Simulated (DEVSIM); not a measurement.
System: Al0.1Ga0.9As/GaAs n-p heterojunction, at 300 K.

```csv
layer (left to right),material,thickness (μm),Nd (cm⁻³),Na (cm⁻³),τn (s),τp (s)
1,Al0.1Ga0.9As,0.220,3e16,-,9.3e-9,9.3e-9
2,GaAs,0.120,-,5e15,9.3e-9,9.3e-9
```

Left contact: ohmic. Right contact: ohmic. Voltage is applied to the left contact. Recombination: SRH at mid-gap, radiative, Auger. Mobility is μmin + (μ − μmin)/(1 + (N/Nref)^α).

The device is made up for the run: typed textbook-type constants, with dimensions and the other settings drawn at random. Values at 300 K; Nc and Nv go as T^1.5, mobilities as T to minus their exponent, the gap by Varshni's rule with the affinity fixed.

```
parameter         Al0.1Ga0.9As      GaAs
----------------  ------------  --------
gap (eV)                1.5487     1.424
affinity (eV)            3.991      4.07
permittivity             12.62      12.9
Nc (cm⁻³)              5.17e17    4.7e17
Nv (cm⁻³)                 9e18      9e18
μn (cm²/Vs)               6520      8500
μp (cm²/Vs)                317       400
μn,min                     500       500
μp,min                      20        20
Nref,n                    6e16      6e16
Nref,p                  1.5e17    1.5e17
αn                        0.39      0.39
αp                        0.38      0.38
T exponent of μn           2.1       2.1
T exponent of μp           2.2       2.2
B (cm³/s)                2e-10     2e-10
Cn (cm⁶/s)               1e-30     1e-30
Cp (cm⁶/s)               1e-30     1e-30
Varshni α (eV/K)      0.000541  0.000541
Varshni β (K)              204       204
```

DEVSIM, 1D drift-diffusion, Boltzmann statistics, complete ionisation; no tunnelling, impact ionisation, image-force lowering or self-heating. Band offsets follow the typed affinities; no thermionic-emission limit at abrupt steps, no polarisation charge.

Base results: dark forward voltage at 1 A/cm² (V) 0.813; dark forward voltage at 100 A/cm² (V) 0.944; largest field in the device at zero bias (V/cm) 65000; potential step across the device at zero bias (V) 1.236.

### Question
What follows from this one change: thickness of layer 1 0.22 → 0.044 μm?

### Answer
dark forward voltage at 1 A/cm² little changed (0.811 V); dark forward voltage at 100 A/cm² little changed (0.942 V); largest field in the device at zero bias 65000 → 82000 V/cm; potential step across the device at zero bias little changed (1.236 V).

### Question
What follows from this one change: doping Na of layer 2 5e+15 → 1.5e+16 cm^-3?

### Answer
dark forward voltage at 1 A/cm² 0.813 → 0.857 V; dark forward voltage at 100 A/cm² 0.944 → 0.989 V; largest field in the device at zero bias little changed (70000 V/cm); potential step across the device at zero bias 1.236 → 1.264 V.

### Question
What follows from this one change: thickness of layer 2 0.12 → 0.2 μm?

### Answer
dark forward voltage at 1 A/cm² 0.813 → 0.832 V; dark forward voltage at 100 A/cm² 0.944 → 0.967 V; largest field in the device at zero bias 65000 → 53000 V/cm; potential step across the device at zero bias little changed (1.236 V).

### Question
What follows from this one change: temperature 300 → 350 K?

### Answer
dark forward voltage at 1 A/cm² 0.813 → 0.681 V; dark forward voltage at 100 A/cm² 0.944 → 0.833 V; largest field in the device at zero bias little changed (62000 V/cm); potential step across the device at zero bias 1.236 → 1.154 V.

### Question
What follows from this one change: constant mobility in place of the doping-dependent one?

### Answer
dark forward voltage at 1 A/cm² 0.813 → 0.805 V; dark forward voltage at 100 A/cm² 0.944 → 0.935 V; largest field in the device at zero bias little changed (65000 V/cm); potential step across the device at zero bias little changed (1.236 V).
